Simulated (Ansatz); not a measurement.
Worked example: self-consistent single point of MgSn (Pm-3m, 2 atoms in the cell) in Ansatz (an electronic-structure program).

Level of theory: LDA (PW92), default PAW files made with PBE (plane waves; Ansatz).

```
MgSn
1.0
    3.62315     0.00000     0.00000
    0.00000     3.62315     0.00000
    0.00000     0.00000     3.62315
Mg Sn
1 1
Cartesian
  0.00000   0.00000   0.00000
  1.81157   1.81157   1.81157
```

Reference input (self-consistent single point, DFT, LDA (PW92), plane waves, default PAW files made with PBE): kpoints.mp_grid.grid = 9 9 9; hamiltonian.xc = lda; hamiltonian.pseudopotentials = {kind: paw} (the program's default PAW files); scf.occupations.method = cold; scf.occupations.width = 0.2 eV. This run's input differs from it in these lines:

Ansatz 0.2 input:
```diff
@@ -11,3 +11,3 @@
   mp_grid:
-    grid: [9, 9, 9]
+    grid: [7, 7, 7]
 hamiltonian:
@@ -19,3 +19,3 @@
     method: cold
-    width: 0.2
+    width: 0.03
 output:
```

Output, abridged:

```
SCF iter   1: F=—  HF=-7781.361769 eV  |F-HF|=—  |Δ(HF+E_count)|=         —  Δρ=6.79e-3  dr2=9.49e-3  ethr=1.77e-3  ⟨swp⟩=6.1  Hψ=1680  notcnv=0
all-band conjugate gradients solve this SCF's bands
preconditioner: auto → none
SCF iter   2: F=—  HF=-7781.354372 eV  |F-HF|=—  |Δ(HF+E_count)|=   7.40e-3  S|Δr|=    0.00e0  Δρ=2.28e-3  dr2=1.19e-3  ethr=3.95e-5  ⟨swp⟩=2.0  Hψ=791  notcnv=0  defer=5
SCF iter   3: F=—  HF=-7781.353944 eV  |F-HF|=—  |Δ(HF+E_count)|=   4.28e-4  S|Δr|=    0.00e0  Δρ=3.08e-4  dr2=6.14e-5  ethr=4.96e-6  ⟨swp⟩=2.0  Hψ=493  notcnv=0  defer=5
SCF iter   4: F=—  HF=-7781.353930 eV  |F-HF|=—  |Δ(HF+E_count)|=   1.46e-5  S|Δr|=    0.00e0  Δρ=1.35e-4  dr2=7.07e-6  ethr=2.56e-7  ⟨swp⟩=2.0  Hψ=472  notcnv=0  defer=5
SCF iter   5: F=-7781.353927 eV  HF=-7781.353927 eV  |F-HF|=8.14e-8  |Δ(HF+E_count)|=   2.44e-6  S|Δr|=    0.00e0  Δρ=1.41e-5  dr2=9.41e-8  ethr=4.17e-10  ⟨swp⟩=5.7  Hψ=1685  notcnv=0
SCF 1 converged in 5 iterations: F = -7781.353927 eV  dr2 = 9.41e-8
Stability not checked (fill_not_monotonic)
Free energy (F): -7781.353927 eV
Internal energy: -7781.353198 eV  (E = F + TS)
E sigma→0 (E₀):  -7781.353684 eV
Entropy (-TS):   -0.000729 eV (-0.365 meV/atom)
Fermi energy:    8.921723 eV
--- Forces (eV/Å), atoms counted from 1 ---
  atom   1  Mg     0.00000000     0.00000000    -0.00000000
  atom   2  Sn     0.00000000    -0.00000000     0.00000000
--- Stress (GPa, compression-positive) ---
       -2.321726       0.000000       0.000000
        0.000000      -2.321726       0.000000
        0.000000       0.000000      -2.321726
  P = ⅓ Tr σ = -2.3217 GPa (-23.217 kbar)
  The stress holds the Pulay correction. Without it, at fixed plane waves, as pw.x and ABINIT print it: P = -2.3350 GPa
```

The run converged in 5 iterations. Against the reference run the free energy goes up by 11.2 meV/atom and the pressure goes from -2.05 to -2.32 GPa.

The starting cell comes from a database of computed structures (which also holds hypothetical and non-ambient phases and stackings), without a prior relaxation at this level. Ansatz's pressure includes its estimate of the finite-basis (Pulay) stress.
